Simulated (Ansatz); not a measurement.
Input:

```xyz
8
Lattice="-2.6515 2.6515 5.1647 2.6515 -2.6515 5.1647 2.6515 2.6515 -5.1647" Properties=species:S:1:pos:R:3 pbc="T T T"
Zn     0.0000     2.6515     2.5824
Zn     0.0000     0.0000     0.0000
Si     2.6515     0.0000     2.5824
Si     0.0000     0.0000     5.1647
P      1.3258     1.4077    -1.2912
P      1.3258     1.2438     3.8735
P      3.8954     1.3258     1.2912
P     -1.2438     1.3258     6.4559
```

No spin polarisation.

Method: r2SCAN/PAW in Ansatz (a program for electronic structure), no spin-orbit coupling. Γ-centred 9×9×9 mesh, Fermi–Dirac width 0.05 eV.

Question: Predict the width of the top valence band, band gap, valence-band top at Γ and gap character.

Answer: The width of the top valence band comes out as 1.36 eV and the band gap comes out as 1.46 eV. The valence-band top at Γ (three highest levels, from the VBM) comes out as 0.00, -0.13, -0.13 eV and the gap character comes out as direct at Γ.

Load acts through the strain it causes; cell and atoms are relaxed under it. No phonon test of stability was made. The cell was made from ZnSiP₂ in the chalcopyrite structure (space group I-42d, No. 122) by this change: pressure 4.2 GPa.
